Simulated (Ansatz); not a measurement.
Take TlI3 in the ReO3 type structure (space group Pm-3m, No. 221; a = 6.048 Å; a hypothetical phase, not in the database extracts checked) as the base.

Level of theory: Ansatz (a quantum-chemistry and plane-wave program), r2SCAN, PAW, cutoff 500 eV, without spin-orbit coupling.

For the base:

```
Item                Value
---------------  --------
Volume per atom  55.30 Å³
```

Perturbation: every Tl is replaced by Hg; the structure is relaxed again.

Task: What happens to the volume per atom?

Result: The volume per atom falls by 4.42 Å³, from 55.30 Å³ to 50.88 Å³.

No phonon test of stability was made. As relaxed here, HgI3 is a hypothetical phase, not in the database extracts checked. All final runs are without spin polarisation. An odd electron count without spin: HgI3.
